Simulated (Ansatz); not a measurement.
Consider this model of amorphous Li30P10O40.

```xyz
80
Lattice="9.5546 0.0375 0.0209 0.0375 9.8270 0.2194 0.0209 0.2194 9.4767" Properties=species:S:1:pos:R:3 pbc="T T T"
Li     8.8873     4.7202     6.7974
Li     9.0129     1.5945     7.2881
Li     4.4328     3.0611     9.5304
Li     4.1531     7.4889     1.6184
Li     3.7456     9.9016     9.1765
Li     7.1542     0.2693     6.3304
Li     1.1677     4.0744     4.9982
Li     3.0291     9.8835     3.2280
Li     5.8637     8.8641     4.1066
Li     8.7045     0.2231     3.2702
Li     9.4031     8.8755     8.1678
Li     3.8340     4.2824     5.4363
Li     0.8475     9.7532     5.7233
Li     2.2507     4.6526     8.1257
Li     6.2921     8.6513     8.6632
Li     6.8880     1.8012     8.6111
Li     5.0521     1.9446     4.3025
Li     6.9589     3.2235     2.1042
Li     8.1062     7.6740     3.0606
Li     6.6106     5.4944     1.0862
Li     6.6381     6.7440     6.1163
Li     6.2770     3.9568     6.6783
Li     2.3243     7.6530     7.8159
Li     2.7400     7.3341     4.1904
Li     4.2884     4.9877     1.9720
Li     0.1869     6.0358     0.2195
Li     0.1121     2.7403     2.3223
Li     0.7999     5.7311     3.1325
Li     8.3584     0.2793     0.5096
Li     1.4641     1.2995     0.6909
P      2.6324     3.0788     2.7075
P      0.1175     7.2267     5.5545
P      5.6094     5.8534     3.8959
P      2.5801     1.9829     7.1252
P      4.8449     5.9207     8.4914
P      5.8038     0.2940     1.5880
P      1.0257     8.1281     1.4489
P      4.0341     9.5384     6.2329
P      8.0799     2.3738     4.8225
P      8.8607     3.7920     9.2082
O      3.1139     9.0991     5.0818
O      0.7868     8.0590     6.6890
O      7.1977     9.4842     2.2538
O      6.6246     2.4800     5.3648
O      8.6371     0.9919     5.3204
O      3.0757     1.8650     8.5927
O      6.0348     1.6698     0.8733
O      8.1182     2.2778     3.2647
O      1.3939     3.9895     3.0409
O      2.3806     8.1078     2.2163
O      5.9113     6.8610     7.8605
O      1.1807     6.2418     4.9229
O      0.0659     6.9684     1.9294
O      6.5352     7.0987     3.9850
O      5.5076     5.2308     5.3148
O      1.2158     8.0417     9.4043
O      0.3797     9.5194     1.6264
O      2.0422     1.6483     2.5032
O      9.4472     2.3210     0.4172
O      3.6253     3.1617     3.8869
O      5.1229     9.1398     0.8172
O      8.9695     3.5219     5.3367
O      1.3088     1.1729     6.9268
O      3.4002     6.1085     7.9633
O      3.6920     8.9730     7.5991
O      6.1258     4.8515     2.8235
O      8.0521     4.3792     0.7926
O      8.5060     6.4489     6.1695
O      2.4833     3.4398     6.6336
O      9.2229     8.2950     4.4959
O      0.3890     4.7139     8.5847
O      3.7705     1.3518     6.1701
O      7.8173    10.0011     8.3684
O      4.1961     6.3313     3.4126
O      4.8686     6.0483     0.5544
O      5.5242     9.4170     5.8831
O      4.9320     0.4615     2.8661
O      3.2880     3.5613     1.3934
O      7.9815     3.3023     8.0124
O      5.2261     4.4108     8.3062
```

Level of theory: PBE, scalar-relativistic without spin-orbit coupling (plane waves to 420 eV, PAW; Ansatz, a quantum-chemistry and plane-wave program).

A CHGNet melt-quench gave the starting glass, which DFT then relaxed. O atoms were pushed apart under 1.9 Å during the dynamics, to hinder bonds among them. The hot cell started wider than the set density and was brought back towards it in steps. It is the lowest in DFT energy of 2 quenches. It is a model cell: composition and starting density were chosen by hand, and all elements were melted together. No dispersion term was used. Its density started from a set value of 2.28 and ended at 2.16 g/cm³. The simulated quench (nominally 610 K/ps over its main leg) is rapid and tends to freeze in more defects than a deposited or slowly cooled glass has. A cell of this size samples the disorder only roughly. Volume and shape were free in the relaxation.

Bonds are counted up to Li-Li 2.86 Å, Li-P 2.61 Å, Li-O 2.56 Å, P-P 2.50 Å, P-O 1.84 Å, O-O 1.58 Å. Two cations that share two anions don't count as bonded, nor two that share one unless they lie closer than Li-Li 2.78 Å, Li-P 2.54 Å, P-P 2.29 Å.

Give the coordination numbers, mean bond lengths and angles.


| Property | Result |
|---|---|
| Mean coordination of Li by anions | 3.80 (8 with 3, 20 with 4, 2 with 5); 24 close contacts or bonds to cations besides |
| Mean coordination of P by anions | 4.00 (10 with 4) |
| Mean coordination of O | 3.85 (11 with 3, 25 with 4, 3 with 5, 1 with 6) |
| Mean Li-O bond | 2.015 Å (spread 0.139 Å, 114 counted) |
| Mean P-O bond | 1.561 Å (spread 0.026 Å, 40 counted) |
| Mean Li-Li close contact | 2.692 Å (spread 0.095 Å, 12 counted) |
| Bond angle at Li | mean 103.5°, spread 28.1° |
| Bond angle at P | mean 109.4°, spread 3.1° |
| Bond angle at O | mean 109.5°, spread 21.7° |

List the pairs of like atoms that count as bonded by the rules above.

Li1-Li22 (2.72 Å), Li1-Li7 (2.63 Å), Li2-Li11 (2.65 Å), Li6-Li15 (2.71 Å), Li6-Li16 (2.76 Å), Li7-Li12 (2.71 Å), Li11-Li29 (2.69 Å), Li11-Li13 (2.78 Å), Li12-Li22 (2.76 Å), Li16-Li29 (2.41 Å), Li18-Li27 (2.75 Å), Li24-Li28 (2.73 Å).
